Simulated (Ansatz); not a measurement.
## A computed series for Cu2O: pressure series

Start from Cu$_{2}$O (space group Pn-3m, No. 224).

```xyz
6
Lattice="4.2984 0.0000 0.0000 0.0000 4.2984 0.0000 0.0000 0.0000 4.2984" Properties=species:S:1:pos:R:3 pbc="T T T"
Cu     3.2238     3.2238     3.2238
Cu     3.2238     1.0746     1.0746
Cu     1.0746     3.2238     1.0746
Cu     1.0746     1.0746     3.2238
O      0.0000     0.0000     0.0000
O      2.1492     2.1492     2.1492
```

Cell and atoms are relaxed at each pressure.

All numbers come from Ansatz (an electronic-structure program) PBE, no SOC.

```csv
P (GPa),V (Å³/atom)
-2.00,13.485
-1.00,13.357
0.90,13.131
2.10,12.999
4.50,12.756
9.00,12.359
15.00,11.919
22.50,11.468
30.00,11.092
```

Task: Fit a third-order Birch–Murnaghan equation of state.

Result: Least squares on P(V) = (3B₀/2)[(V₀/V)^(7/3) − (V₀/V)^(5/3)]·[1 + (3/4)(B₀′ − 4)((V₀/V)^(2/3) − 1)] gives V₀ = 13.24 Å³/atom, B₀ = 112 GPa and B₀′ = 4.7.

Measured bulk modulus of Cu2O: 105.7 GPa (0 K or low temperature; as listed in Leila H. N. Rimmer et al., Physical Review B (2014)); the computed value is 6 % above it.

Between the base and pressure 9 GPa the gap moves from 0.48 eV to 0.63 eV, a mean slope of 17 meV/GPa.

Load acts through the strain it causes; cell and atoms are relaxed under it. Stability against distortions was not tested. No other phases were tried under pressure. No Hubbard U is applied. The final runs are not spin-polarised.
